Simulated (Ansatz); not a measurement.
# monolayer SnSe2: band-edge transport data

Consider the following.

```yaml
crystal:
  lattice:
    - [3.79078, 0.00000, 0.00000]
    - [-1.89539, 3.28291, 0.00000]
    - [0.00000, 0.00000, 19.09975]
  atoms:
    - { symbol: Sn, position: [0.00000, 0.00000, 0.50000] }
    - { symbol: Se, position: [0.33333, 0.66667, 0.58481] }
    - { symbol: Se, position: [0.66667, 0.33333, 0.41519] }
```

Method: PBE, rigid bands (plane waves, PAW, scalar-relativistic; Ansatz, an electronic-structure program). Condition of this run: biaxial strain -2 %. How the cell was made: cell and atoms relaxed with PBE, then loaded as said.

- band gap = 0.70 eV
- electron conductivity mass (300 K, dilute) = 0.34 mₑ
- effective density of states N_c (300 K) = 1.3e13 cm⁻²
- Seebeck coefficient, n-type 1.9e12 cm⁻², 300 K = -334 μV/K

Rigid bands; masses and Seebeck coefficients take one relaxation time τ for all states and one kind of carrier; polarons and phonon drag are left out. Spin-orbit coupling is left out.

Model free-standing layer, not matched to a measured one here: monolayer SnSe2.
